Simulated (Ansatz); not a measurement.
**VN: N vacancy, symmetric start**

Take a 16-atom supercell of VN in the rock salt structure (space group Fm-3m, No. 225; a = 4.073 Å) at its relaxed geometry as the base.

Perturbation: one N atom is removed, atoms relaxed at fixed cell.

Method: Ansatz (a first-principles code), PBEsol, PAW, cutoff 420 eV, no spin-orbit coupling. k-mesh 7×7×7 (Γ-centred); smearing 0.05 eV (Fermi–Dirac).

| quantity | base | changed | shift |
|---|---|---|---|
| pressure | 0.1 GPa | -8.2 GPa | -8.23 GPa |
| energy gained by relaxation | – | 0.02 eV | – |
| largest displacement of a host atom from its site in the perfect cell | – | 0.04 Å | – |
| mean distance from the defect site to its nearest host atoms | 2.04 Å | 2.00 Å | -0.04 Å |

Final structure:

```
V8N7
1.0
    0.00000     4.07315     4.07315
    4.07315     0.00000     4.07315
    4.07315     4.07315     0.00000
N V
7 8
Cartesian
  2.03657   2.03657   0.00000
  2.03657   0.00000   2.03657
  4.07315   2.03657   2.03657
  0.00000   2.03657   2.03657
  2.03657   4.07315   2.03657
  2.03657   2.03657   4.07315
  4.07315   4.07315   4.07315
  2.03657   2.03657   2.03657
  4.07315   4.07315   1.99692
  4.07315   1.99692   4.07315
  6.14938   4.07315   4.07315
  1.99692   4.07315   4.07315
  4.07315   6.14938   4.07315
  4.07315   4.07315   6.14938
  6.10972   6.10972   6.10972
```

The magnetic state is the one reached from the starting moments; the real material's order can differ, and small cells can't hold many antiferromagnetic ones. In so small a cell the defect repeats every few ångströms: this is an ordered compound, not a dilute defect. The defect started on the symmetric site and kept its symmetry, so it may sit on a saddle. Seeded moments were not kept for N vacancy and the base. Spin-polarised in the final run: N vacancy; the other runs are not. The defect cell is spin-polarised and ends with 0.0 μB.
